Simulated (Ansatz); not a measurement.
Given:

```yaml
crystal:
  lattice:
    - [4.28640, 0.00000, 0.00000]
    - [-2.14320, 3.71213, 0.00000]
    - [0.00000, 0.00000, 6.97636]
  atoms:
    - { symbol: Cd, position: [0.33333, 0.66667, 0.99909] }
    - { symbol: Cd, position: [0.66667, 0.33333, 0.49909] }
    - { symbol: S, position: [0.33333, 0.66667, 0.37571] }
    - { symbol: S, position: [0.66667, 0.33333, 0.87571] }
```

No spin polarisation.

Computed with Ansatz (a first-principles code), PBE, PAW, cutoff 420 eV, scalar-relativistic without spin-orbit coupling. k-mesh 9×9×5 (Γ-centred); smearing 0.05 eV (Fermi–Dirac).

Q: Estimate the electron mass.

A: 0.11 mₑ along c, 0.12 mₑ across (at Γ).

Q: What is the computed valence-band top at Γ (three highest levels, from the VBM)?

A: 0.00, 0.00, -0.03 eV.

The levels and masses belong to the bands next to the band gap. The cells carry an imposed strain or load. Effective masses come from finite differences of ±0.01 Å⁻¹. Stability against distortions was not tested. The cell was made from CdS in the wurtzite structure (space group P6_3mc, No. 186) by this change: isotropic strain +2.15 %.
